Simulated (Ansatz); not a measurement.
Start from WC (space group P-6m2, No. 187; a = 2.913 Å, c = 2.835 Å; relaxed with 0.1 eV smearing). Axes: x lies along a and z along c of the hexagonal cell.

The values are results of r2SCAN (Ansatz, a program for electronic structure; PAW; 500 eV plane waves; scalar-relativistic without spin-orbit coupling), not measurements.

For the base:

| Item | Value |
|---|---|
| Shortest interatomic distance | 2.199 Å |
| Pressure | 0.0 GPa |

Perturbation: biaxial strain +1.50 %, plane normal [001], relaxed out of plane (Cartesian); in-plane vectors clamped, the third vector and the atoms free.

Task: What does the calculation give for the shortest interatomic distance after the change?

Result: The shortest interatomic distance goes up by 0.015 Å, from 2.199 Å to 2.214 Å.

Task: How does this affect the pressure?

Result: The pressure (mean of the normal stresses, compression positive) goes from zero to -8.6 GPa.

Task: Predict the new out-of-plane strain.

Result: The out-of-plane strain comes out as -0.50 %.

No phonon test of stability was made. The final runs are not spin-polarised.
